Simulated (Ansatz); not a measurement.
## Lattice constant a of NbP (I4₁md, No. 109, 4 atoms in the cell; start mp-9339) at several levels of theory

No measured value is used here.

```json
[
 {"level (code)": "LDA (Ansatz)", "value (Å)": "3.304"},
 {"level (code)": "PBE (Ansatz)", "value (Å)": "3.347"},
 {"level (code)": "PBEsol (Ansatz)", "value (Å)": "3.321"},
 {"level (code)": "PBE-D3(BJ) (Ansatz)", "value (Å)": "3.316"},
 {"level (code)": "r²SCAN (Ansatz)", "value (Å)": "3.340"}
]
```

LDA, PBE, PBEsol, PBE-D3(BJ), r²SCAN: the run has no spin polarisation, so it can have missed a magnetic state. LDA, PBE, PBEsol, PBE-D3(BJ), r²SCAN: the relaxation could not lower the start's symmetry, so the cell can be a saddle point above a distorted one. Cutoffs differ between the levels. Ansatz's density-functional and Hartree–Fock values are scalar-relativistic unless marked +SOC, with PAW data made under PBE.

A start named mp-… is a Materials Project structure, which need not be a measured phase.

Ansatz is an electronic-structure program.
